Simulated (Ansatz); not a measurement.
Input:

```yaml
crystal:
  lattice:
    - [-1.33302, 1.84674, 3.93113]
    - [1.33302, -1.84674, 3.93113]
    - [1.33302, 1.84674, -3.93113]
  atoms:
    - { symbol: Fe, position: [0.00000, 0.00000, 0.00000] }
    - { symbol: Os, position: [0.66556, 0.66556, 0.00000] }
    - { symbol: Os, position: [0.33444, 0.33444, 0.00000] }
```

Spin-polarised, with starting moments of sign Fe+ Os0 Os0.

Level of theory: plane-wave PAW DFT at the PBEsol level (Ansatz, a first-principles code, 420 eV), no spin-orbit coupling. Γ-centred 16×16×16 mesh, Fermi–Dirac width 0.05 eV.

Problem. Predict the band gap.

Solution. Zero.

Problem. Predict the space group.

Solution. Immm (No. 71).

Problem. Estimate the largest site moment.

Solution. 1.62 μB.

The magnetic state is the one reached from the starting moments; the real material's order can differ, and small cells can't hold many antiferromagnetic ones. No phonon test of stability was made. Starting moments died away, wholly or in part, for S → Os; another magnetic solution may exist. The cell was made from FeS2 by this change: S → Os; the result is a hypothetical phase, not in the database extracts checked.
